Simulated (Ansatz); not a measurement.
We consider KIO3 (R3m, No. 160, 5 atoms in the cell; start mp-552729; a measured phase of this formula has another space group), described by PBEsol (PAW; Ansatz, an electronic-structure program).

Numerical settings: plane-wave cutoff 500 eV, 10×10×10 k mesh, Fermi–Dirac smearing 0.05 eV, scalar-relativistic PAW data made under PBE.

Cell (relaxed at this level):

```xyz
5
Lattice="3.0823 1.7796 2.6126 -3.0823 1.7796 2.6126 0.0000 -3.5591 2.6126" Properties=species:S:1:pos:R:3 pbc="T T T"
K      0.0000     0.0000     0.0390
I      0.0000     0.0000     3.9877
O      0.0000     1.6156     3.1126
O     -1.3992    -0.8078     3.1126
O      1.3992    -0.8078     3.1126
```

Question: What does this level give for the band gap?

Answer: 
band gap: 2.15 eV (on the SCF k mesh)

Note: the relaxation could not lower the start's symmetry, so the cell can be a saddle point above a distorted one.

Spin–orbit coupling is not included.

Static lattice: no zero-point or thermal effects.

A start named mp-… is a Materials Project structure, which need not be a measured phase.
